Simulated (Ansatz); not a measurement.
Consider Si in the diamond structure (space group Fd-3m, No. 227; a = 5.444 Å).

Computed with r2SCAN (Ansatz, a quantum-chemistry and plane-wave program, PAW, scalar-relativistic without spin-orbit coupling).

Base values:

- Gap character = indirect, Γ → Γ–X (87 % along)

It is then changed as follows: an isotropic linear strain of +0.79 %, atoms relaxed at fixed cell.

Question: Predict the new gap character.

Answer: The gap character is still indirect, Γ → Γ–X (87 % along).

Question: Estimate the effect on the energy relative to the base.

Answer: The energy rises by 3.4 meV/atom.

No phonon test of stability was made.
